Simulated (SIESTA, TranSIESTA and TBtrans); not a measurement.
**Pd chain with one Ti atom in place of Pd**

Junction: Pd chain with one Ti atom in place of Pd. Leads: straight Pd chain, spacing 2.5 Å. Geometry: 3 atoms about the centre moved by SIESTA (PBE, DZP) to a largest force of 0.01 eV/Å, all others as built, motion along the axis alone.

Method: TranSIESTA and TBtrans, PBE, DZP numerical orbitals (energy shift 0.15 eV), PseudoDojo norm-conserving scalar-relativistic potentials, mesh cutoff 200 Ry, 300 K, spin-polarised (collinear), no spin-orbit coupling; self-consistent non-equilibrium Green functions.

```
Item                                                           Result
-------------------------------------------------------------  ------
Conductance at 300 K (G0 = 2e²/h)                                1.03
Mean T from −0.5 to 0.5 eV                                       1.00
Spin polarisation of the conductance, (up − down)/(up + down)   -0.06
```

Energies count from the leads' Fermi level. Transmissions are for each spin. The energy step is 0.01 eV; narrower resonances are cut or missed.

```csv
E (eV),T up,T down,lead channels up,down
-2.00,0.42,0.27,3,3
-1.80,0.33,0.21,3,3
-1.60,0.28,0.17,3,3
-1.40,0.28,0.15,3,3
-1.20,0.15,0.23,3,3
-1.00,0.17,0.050,band edge,3
-0.80,0.18,0.061,band edge,3
-0.60,0.94,0.15,band edge,band edge
-0.40,1.14,1.08,4,band edge
-0.20,1.12,1.10,4,band edge
0.00,0.97,1.09,1,4
0.20,0.92,1.00,1,4
0.40,0.90,0.85,1,4
0.60,0.90,0.77,1,1
0.80,0.91,0.81,1,1
1.00,0.99,0.84,1,1
1.20,0.91,0.88,1,1
1.40,0.92,0.91,1,1
1.60,0.94,0.88,1,1
1.80,0.95,0.91,1,1
2.00,0.96,0.92,1,1
```

The magnetic order of the leads was set by the start, and no other order was tried; the separate lead runs end at 0.76 (left) and 0.76 (right) μB an atom. The straight chain is held at its spacing; free chains may zigzag or dimerise.
